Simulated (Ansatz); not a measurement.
Take Sr in the fcc (Cu type) structure (space group Fm-3m, No. 225; a = 6.100 Å) as the base.

Level of theory: r2SCAN (Ansatz, a quantum-chemistry and plane-wave program), no spin-orbit coupling.

Before the change:

The band gap is zero and the pressure comes out as 0.0 GPa.

Perturbation: an isotropic linear strain of +1.14 %; the atoms relax in the strained cell.

Question: What happens to the band gap?

Answer: The band gap remains zero.

Question: What does the calculation give for the energy relative to the base after the change?

Answer: The energy increases by 2.3 meV/atom.

Question: What happens to the pressure?

Answer: The pressure goes from zero to -0.4 GPa.

Stability against distortions was not tested.
